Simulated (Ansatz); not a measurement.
For LaB (model structure, started from the NbN type, Fm-3m, No. 225, 2 atoms in the cell), PBE (PAW; Ansatz, a quantum-chemistry and plane-wave program) gives:

| Quantity | Result |
|---|---|
| lattice constant a | 5.671 Å |
| bulk modulus B0 | 54.7 GPa |

What does r²SCAN (plane waves, PAW; Ansatz) give for the same quantities?


- lattice constant a: 5.699 Å (grows by 0.5 %)
- bulk modulus: 54.5 GPa (stays essentially unchanged)

Changes are worked out from the printed values.

Unless a cell is named, each level is at its own relaxed cell (PBE 22.80, r²SCAN 23.14 Å³/atom).

Caveats: the bulk modulus is −V dP/dV from two relaxed cells at ±2 % in volume (PBE, r²SCAN). Ansatz's density-functional and Hartree–Fock values are scalar-relativistic unless marked +SOC, with PAW data made under PBE.

A model structure was made by putting elements into a prototype or built by hand; it is no filed structure, need not be a known phase, and can be a saddle point held by its symmetry.
